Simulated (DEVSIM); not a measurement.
Structure: Co/La2O3/n-Ge capacitor, at 300 K.

```csv
layer (left to right),material,thickness (nm),Nd (cm⁻³)
1,La2O3,17.0,-
2,Ge,700,3.6e17
```

Metal gate on the left, work function 5 eV. Fixed charge at the semiconductor interface 0 cm⁻² (in units of +e); no interface traps.

This is a model device: material constants are rounded textbook-type values typed into the input, and sizes, dopings and lifetimes were drawn at random. Values at 300 K.

| parameter | La2O3 | Ge |
|---|---|---|
| gap (eV) | 5.8 | 0.664 |
| affinity (eV) | 1.8 | 4 |
| permittivity | 27 | 16 |
| Nc (cm⁻³) | - | 1.04e19 |
| Nv (cm⁻³) | - | 6e18 |

DEVSIM, 1D Poisson equation in equilibrium, Boltzmann statistics, complete ionisation; no quantum confinement or tunnelling. Metal contacts follow the ideal Schottky-Mott rule: no Fermi-level pinning, no interface dipoles.

Tabulate band edges, carrier densities and field at 0.5 V on the gate.

Energies count from the Fermi level of the right contact; mesh points crowd at the junctions.

| x (μm) | Ec (eV) | Ev (eV) | n (cm⁻³) | p (cm⁻³) | field (V/cm) |
|---|---|---|---|---|---|
| 0.000 | 2.700 | -3.100 | < 1e2 | < 1e2 | -84000 |
| 0.001142 | 2.690 | -3.110 | < 1e2 | < 1e2 | -84000 |
| 0.003118 | 2.674 | -3.126 | < 1e2 | < 1e2 | -84000 |
| 0.006898 | 2.642 | -3.158 | < 1e2 | < 1e2 | -84000 |
| 0.01301 | 2.591 | -3.209 | < 1e2 | < 1e2 | -84000 |
| 0.01537 | 2.571 | -3.229 | < 1e2 | < 1e2 | -84000 |
| 0.01674 | 2.560 | -3.240 | < 1e2 | < 1e2 | -84000 |
| 0.01820 | 0.341 | -0.323 | 1.9e13 | 2.3e13 | -140000 |
| 0.02049 | 0.311 | -0.353 | 6.2e13 | 7.0e12 | -130000 |
| 0.02529 | 0.255 | -0.409 | 5.5e14 | 8.0e11 | -110000 |
| 0.03506 | 0.169 | -0.495 | 1.5e16 | 2.9e10 | -68000 |
| 0.06370 | 0.091 | -0.573 | 3.1e17 | 1.4e9 | -4600 |
| 0.1132 | 0.087 | -0.577 | 3.6e17 | 1.2e9 | ≈ 0 |
| 0.2137 | 0.087 | -0.577 | 3.6e17 | 1.2e9 | ≈ 0 |
| 0.4677 | 0.087 | -0.577 | 3.6e17 | 1.2e9 | ≈ 0 |
| 0.5950 | 0.087 | -0.577 | 3.6e17 | 1.2e9 | ≈ 0 |
| 0.6576 | 0.087 | -0.577 | 3.6e17 | 1.2e9 | ≈ 0 |
| 0.6873 | 0.087 | -0.577 | 3.6e17 | 1.2e9 | ≈ 0 |
| 0.7062 | 0.087 | -0.577 | 3.6e17 | 1.2e9 | ≈ 0 |
| 0.7123 | 0.087 | -0.577 | 3.6e17 | 1.2e9 | ≈ 0 |
| 0.7152 | 0.087 | -0.577 | 3.6e17 | 1.2e9 | ≈ 0 |
| 0.7170 | 0.087 | -0.577 | 3.6e17 | 1.2e9 | ≈ 0 |
